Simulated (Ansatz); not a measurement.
The parent structure is C (space group R-3, No. 148; a = 6.357 Å, c = 3.873 Å (hexagonal axes); a hypothetical phase, not in the database extracts checked). Axes: x lies along a and z along c of the hexagonal cell.

Calculations: PBE/PAW in Ansatz (an electronic-structure program), spin-orbit coupling left out.

For the base:

The band gap comes out as 3.43 eV.

The change: uniaxial strain ε_yy = −0.44 %, all other strain components held at zero; the atoms relax in the strained cell.

Question: What does the calculation give for the band gap after the change?

Answer: The band gap shrinks by 0.087 eV to 3.35 eV.

Question: Predict the new energy relative to the base.

Answer: The energy grows by 0.4 meV/atom.

Question: What does the calculation give for the stress after the change?

Answer: The stress (xx, yy, zz, yz, xz, xy; compression positive) is (0.12, 4.76, 0.25, -0.06, -0.05, 0.00) GPa.

Whether these cells are dynamically stable was not tested.
